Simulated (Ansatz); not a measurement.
The starting structures come from a database of crystals and need not be the phases stable at ambient conditions.

 Where the default PAW files enter, the runs use the earlier of Ansatz's two default sets.

Tunnelling through a barrier is set by its complex band structure: the current falls as exp(−2κd) with the smallest κ.

Here is the system:

```yaml
crystal:
  lattice:
    - [2.60502, 0.00000, 0.00000]
    - [0.00000, 4.31139, 0.00000]
    - [1.30251, 0.00000, 2.21178]
  atoms:
    - { symbol: B, position: [0.66667, 0.00028, 0.66667] }
    - { symbol: B, position: [0.33333, 0.50028, 0.33333] }
    - { symbol: N, position: [0.66667, 0.37472, 0.66667] }
    - { symbol: N, position: [0.33333, 0.87472, 0.33333] }
```

Space group of this cell: Cmc2_1. The cell is strained (lengths across the current scaled by 1.02, ions clamped); by r2SCAN its mean pressure is -18.6 GPa.

Transport runs along the normal of the first two printed cell vectors.

The gap is the functional's own. No spin-orbit coupling. Mid-gap values are interpolated on the energy grid.

Question: Compute, with r2SCAN run with Ansatz (a first-principles code), the band gap and the smallest decay constant κ at mid-gap.

Answer: Gap 5.80 eV on a 14×8×14 mesh; κ = 0.432 1/Å, at the zone centre.
